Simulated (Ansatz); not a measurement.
Amorphous cells of 8 compositions: the gap between the highest filled and lowest empty level at the zone centre, by PBE and by a single point of HSE06 on the same geometry (PBE, scalar-relativistic without spin-orbit coupling (plane waves to 420 eV, PAW; Ansatz, a quantum-chemistry and plane-wave program); exact exchange cut at the cells' faces). The networks come from melt-quench runs on the CHGNet potential at compositions and starting densities chosen by hand, with anions pushed apart in the CHGNet dynamics, and DFT then relaxed them. The cells are small and were quenched far faster than real films, so single cells scatter. Defect or tail levels can set these gaps. The rows are the first to finish with both values and no moments.

| cell | PBE gap x (eV) | HSE06 gap y (eV) |
|---|---|---|
| A (Ga24O41Ta2, 5.33 g/cm3) | 1.85 | 3.57 |
| B (Hf18O39In2, 8.68 g/cm3) | 3.27 | 4.83 |
| C (Hf18O38Sn, 8.84 g/cm3) | 3.35 | 4.91 |
| D (Hf18O39Ga2, 8.70 g/cm3) | 3.79 | 5.40 |
| E (Hf18O37Sr, 8.85 g/cm3) | 3.82 | 5.39 |
| F (Hf18O37Na2, 8.64 g/cm3) | 3.83 | 5.36 |
| G (Hf18O39Al2, 8.56 g/cm3) | 3.89 | withheld |
| H (Hf18O38Ge, 8.73 g/cm3) | 3.92 | 5.49 |

Fit a straight line through the 7 full rows and predict the withheld value for G (Hf18O39Al2, 8.56 g/cm3).

Means: x = 3.404, y = 4.993. Slope = Σ(Δx Δy) / Σ(Δx²) = 2.973 / 3.206 = 0.927; the r.m.s. residual is 0.031. Prediction: 4.993 + 0.927 × (3.89 − 3.404) = 5.44. The run gave 5.44, 0.00 below the line.
